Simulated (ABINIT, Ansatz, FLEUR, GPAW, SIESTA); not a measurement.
# One structure in several programs: Ti₃Al₅ (Pmmm, 8 atoms in the cell)

Self-consistent single point.

```
CELL_PARAMETERS angstrom
      3.91154     0.00000     0.00000
      0.00000     4.02478     0.00000
      0.00000     0.00000     8.10511
ATOMIC_POSITIONS crystal
  Ti 0.00000 0.50000 0.26507
  Ti 0.00000 0.50000 0.73493
  Ti 0.50000 0.50000 0.00000
  Al 0.00000 0.00000 0.00000
  Al 0.00000 0.00000 0.50000
  Al 0.50000 0.50000 0.50000
  Al 0.50000 0.00000 0.24223
  Al 0.50000 0.00000 0.75777
```

Shared settings, as Ansatz (a first-principles code) writes them: kpoints.mp_grid.grid = 3 3 2; scf.occupations.method = fermi_dirac; scf.occupations.width = 0.1 eV. Potentials and cutoffs stand in the table.

| code | model | pressure (GPa) | largest force (eV/Å) | cutoff |
|---|---|---|---|---|
| GPAW | PBEsol, GPAW PAW datasets PBEsol (made by gpaw-setup) | -1.66 | 0.038 | 850 eV |
| FLEUR | PBEsol, all-electron FLAPW (FLEUR), scalar-relativistic valence | – | 0.044 | Kmax 4.2 1/bohr |
| SIESTA | GGA PBEsol, numerical atomic orbitals DZP, PseudoDojo PBEsol standard norm-conserving potentials (rewritten from UPF to PSML) | -3.25 | 0.051 | grid 350 Ry |
| ABINIT | PBEsol, norm-conserving pseudopotentials (PseudoDojo nc-sr-04 PBEsol standard) | -2.05 | 0.037 | 1143 eV |
| Ansatz | PBEsol, PAW files made with PBE | -2.03 | 0.046 | default |

A dash marks a value that a program does not give, or that is left out as unsure.

On Ansatz's run: spin polarisation is off.

The spread over the programs that give each value: pressure within 1.59 GPa; largest force within 0.014 eV/Å.

SIESTA uses small atom-centred bases, whose incompleteness enters pressures, forces and empty levels differently from a plane-wave cutoff. FLEUR treats all electrons, but the usual bases taken here (sphere radii, linearisation, local orbitals, empty states) were not tested for convergence, so the values are no reference for the others. Ansatz's pressure is given at a fixed set of plane waves, as the other plane-wave codes print theirs; with its correction for the finite basis it is -2.00 GPa. In the pressure, SIESTA (by 1.22) lies more than 1 GPa from the median of the plane-wave programs.

On the base mesh (6 6 3) the same programs gave: Ansatz pressure -2.15 GPa; ABINIT pressure -2.17 GPa; GPAW pressure -1.78 GPa; SIESTA pressure -3.37 GPa.

The starting cell comes from a database of computed structures (which also holds hypothetical and non-ambient phases and stackings), without a prior relaxation at this level. Its lattice was rescaled by a random factor within 2.5 % of one.

Left out of this page: CP2K (on another mesh).

Keys are those of Ansatz 0.2.
